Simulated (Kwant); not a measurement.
Model system: In0.53Ga0.47As/InP stack with 1 barrier. One parabolic valley. Leads of mass 0.041 mₑ with the band edge at 0; grid 0.1 nm; bias 0 V, dropping linearly over the stack.

```
layer  thickness (nm)  band offset (eV)  mass (mₑ)
-----  --------------  ----------------  ---------
1                 4.9              0.25       0.08
```

The device is made up for the run: typed textbook-type constants, with dimensions and the other settings drawn at random.

Kwant, one-band effective-mass tight-binding model in one dimension, coherent, no space charge.

| E (eV) | A | B | C |
|---|---|---|---|
| 0.001250 | 0.00013 | 0.00034 | 0.0024 |
| 0.02017 | 0.0022 | 0.0057 | 0.036 |
| 0.04383 | 0.0052 | 0.013 | 0.071 |
| 0.06275 | 0.0082 | 0.020 | 0.096 |
| 0.08641 | 0.013 | 0.032 | 0.13 |
| 0.1101 | 0.019 | 0.046 | 0.15 |
| 0.1290 | 0.025 | 0.061 | 0.17 |
| 0.1526 | 0.035 | 0.086 | 0.20 |
| 0.1763 | 0.049 | 0.12 | 0.23 |
| 0.1952 | 0.064 | 0.16 | 0.25 |
| 0.2189 | 0.089 | 0.22 | 0.28 |
| 0.2425 | 0.13 | 0.30 | 0.31 |
| 0.2615 | 0.17 | 0.39 | 0.33 |
| 0.2851 | 0.23 | 0.53 | 0.36 |
| 0.3088 | 0.33 | 0.68 | 0.40 |
| 0.3277 | 0.43 | 0.79 | 0.43 |
| 0.3513 | 0.58 | 0.91 | 0.46 |
| 0.3750 | 0.74 | 0.98 | 0.50 |

Column A is the base. The others each differ by one change: height of the first barrier 0.25 → 0.2 eV; thickness of the first barrier 4.9 → 2.9 nm. Which is which?

B: height of the first barrier 0.25 → 0.2 eV; C: thickness of the first barrier 4.9 → 2.9 nm.
